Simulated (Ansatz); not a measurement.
# Sn: response to strain

Take Sn in the diamond structure (space group Fd-3m, No. 227; a = 6.656 Å; relaxed with 0.1 eV smearing) as the base. Axes: x, y, z lie along the cube axes.

Strains are applied to the cell and any free atomic positions relax; under biaxial strain the out-of-plane vector relaxes too.

Computed with PBE in Ansatz (plane waves to 420 eV, PAW, no SOC).

Candidates:
(a) biaxial strain −0.50 %, plane normal [001], relaxed out of plane
(b) biaxial strain +1.50 %, plane normal [001], relaxed out of plane
(c) biaxial strain +1.00 %, plane normal [001], relaxed out of plane
(d) biaxial strain −2.00 %, plane normal [001], relaxed out of plane

Notes on the quantities. energy relative to the base: free energy F.

Task: Order them by energy relative to the base, highest first.

Result: (d) biaxial strain −2.00 %, plane normal [001], relaxed out of plane (+5.4 meV/atom), (b) biaxial strain +1.50 %, plane normal [001], relaxed out of plane (+2.8 meV/atom), (c) biaxial strain +1.00 %, plane normal [001], relaxed out of plane (+1.3 meV/atom), (a) biaxial strain −0.50 %, plane normal [001], relaxed out of plane (+0.3 meV/atom)

No phonon test of stability was made.

Ansatz is a program for electronic structure.
